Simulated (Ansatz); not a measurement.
# Short convergence ladders for a (111) slab of YSi (cut from a parent of space group no. 63; 12 atoms in the cell)

```yaml
crystal:
  lattice:
    - [5.67342, 0.00000, 0.00000]
    - [1.60323, 5.49287, 0.00000]
    - [0.00000, 0.00000, 21.63371]
  atoms:
    - { symbol: Si, position: [0.62971, 0.26934, 0.41443] }
    - { symbol: Si, position: [0.41635, 0.10642, 0.33183] }
    - { symbol: Si, position: [0.49343, 0.75159, 0.54130] }
    - { symbol: Si, position: [0.28007, 0.58867, 0.45870] }
    - { symbol: Si, position: [0.35715, 0.23384, 0.66817] }
    - { symbol: Si, position: [0.14379, 0.07092, 0.58557] }
    - { symbol: Y, position: [0.29500, 0.64013, 0.32357] }
    - { symbol: Y, position: [0.75105, 0.73563, 0.42269] }
    - { symbol: Y, position: [0.15872, 0.12238, 0.45044] }
    - { symbol: Y, position: [0.61477, 0.21788, 0.54956] }
    - { symbol: Y, position: [0.02245, 0.60463, 0.57731] }
    - { symbol: Y, position: [0.47850, 0.70013, 0.67643] }
```

Base method: LDA (PW92), default PAW files made with PBE (plane waves; Ansatz, a quantum-chemistry and plane-wave program).

Base settings: basis.ecutwfc = 30.9 Ry; kpoints.mp_grid.grid = 3 3 1; hamiltonian.xc = lda; hamiltonian.pseudopotentials = {kind: paw} (the program's default PAW files); scf.occupations.method = fermi_dirac; scf.occupations.width = 0.0073 Ry.

The count of work is k-points × plane waves × bands × iterations; it is no time. Core times come from one kind of shared machine, to one figure; runs under 30 s give none.

**The vacuum**

The mesh stays at the base's, so the ladder's end is converged at best in this setting alone.

Only quantities that move along the ladder and can be compared are tabulated.

```csv
vacuum between outermost atoms (Å),free energy less the last step's (meV/atom),largest difference of a force vector from the last step's (eV/Å),count of work / last
3.0,-63.75,0.558,0.32
4.0,-29.58,0.560,0.35
5.0,-8.34,0.230,0.38
6.0,-1.75,0.064,0.41
7.0,-0.28,0.016,0.39
8.0,-0.02,0.004,0.41
10.0,0.01,0.000,0.47
12.0,0.00,0.000,0.52
14.0,0.01,0.000,0.57
17.0,0.00,0.000,0.66
20.0,0.00,0.000,0.73
25.0,0.00,0.000,0.87
30.0,0.00,0.000,1.0
```

Smallest vacuum between outermost atoms (Å) that holds the free energy within 1 meV/atom of the last step, with all finer ones: 7.0, at 0.39 of the last step's count of work; the step before is off by 1.7 meV/atom.

Smallest vacuum between outermost atoms (Å) that holds the forces within 0.005 eV/Å of the last step, with all finer ones: 8.0, at 0.41 of the last step's count of work; the step before is off by 0.016 eV/Å.

**The k-point mesh**

Only quantities that move along the ladder and can be compared are tabulated.

| kpoints.mp_grid.grid | free energy less the last step's (meV/atom) | largest difference of a force vector from the last step's (eV/Å) | count of work / last | core time / last (rough) |
|---|---|---|---|---|
| 1 1 1 | 203.31 | 2.325 | 0.011 | – |
| 2 2 1 | -36.71 | 0.211 | 0.035 | – |
| 3 3 1 | -1.10 | 0.057 | 0.038 | – |
| 4 4 1 | 0.67 | 0.017 | 0.077 | – |
| 5 5 1 | 0.27 | 0.005 | 0.10 | – |
| 6 6 1 | 0.07 | 0.004 | 0.15 | – |
| 7 7 1 | 0.00 | 0.001 | 0.19 | 0.2 |
| 8 8 1 | 0.00 | 0.001 | 0.26 | 0.2 |
| 10 10 1 | 0.00 | 0.000 | 0.40 | 0.3 |
| 12 11 1 | 0.00 | 0.000 | 0.52 | 0.4 |
| 13 13 1 | 0.00 | 0.000 | 0.65 | 0.5 |
| 16 16 1 | 0.00 | 0.000 | 1.0 | 1 |

Coarsest kpoints.mp_grid.grid that holds the free energy within 5 meV/atom of the last step, with all finer ones: 3 3 1, at 0.038 of the last step's count of work; the step before is off by 37 meV/atom.

Coarsest kpoints.mp_grid.grid that holds the forces within 0.005 eV/Å of the last step, with all finer ones: 6 6 1, at 0.15 of the last step's count of work; the step before is off by 0.005 eV/Å.

**The plane-wave cutoff**

The mesh stays at the base's, so the ladder's end is converged at best in this setting alone.

Only quantities that move along the ladder and can be compared are tabulated.

| basis.ecutwfc | free energy less the last step's (meV/atom) | largest difference of a force vector from the last step's (eV/Å) | count of work / last |
|---|---|---|---|
| 15.4 Ry | 329.56 | 0.087 | 0.14 |
| 18.4 Ry | 79.02 | 0.014 | 0.16 |
| 21.7 Ry | 18.75 | 0.008 | 0.21 |
| 26.1 Ry | 2.73 | 0.005 | 0.28 |
| 30.9 Ry | 0.44 | 0.000 | 0.36 |
| 37.1 Ry | 0.18 | 0.000 | 0.47 |
| 46.3 Ry | 0.04 | 0.000 | 0.65 |
| 61.7 Ry | 0.00 | 0.000 | 1.0 |

Coarsest basis.ecutwfc that holds the forces within 0.02 eV/Å of the last step, with all finer ones: 18.4 Ry, at 0.16 of the last step's count of work; the step before is off by 0.087 eV/Å.

Coarsest basis.ecutwfc that holds the free energy within 0.5 meV/atom of the last step, with all finer ones: 30.9 Ry, at 0.36 of the last step's count of work; the step before is off by 2.7 meV/atom.

On the base run: the starting cell comes from a database of computed structures (which also holds hypothetical and non-ambient phases and stackings), without a prior relaxation at this level. The slab is cut from that crystal, and its faces are unrelaxed. Its lattice was rescaled by up to half a per cent. Spin polarisation is off, though cut faces can carry moments; the slab shows no gap. In the base run, forces exceed 1 eV/Å. Without a gap this mesh is coarse (it stands for a supercell whose shortest in-plane vector is 17 Å).

Keys are those of Ansatz 0.2.
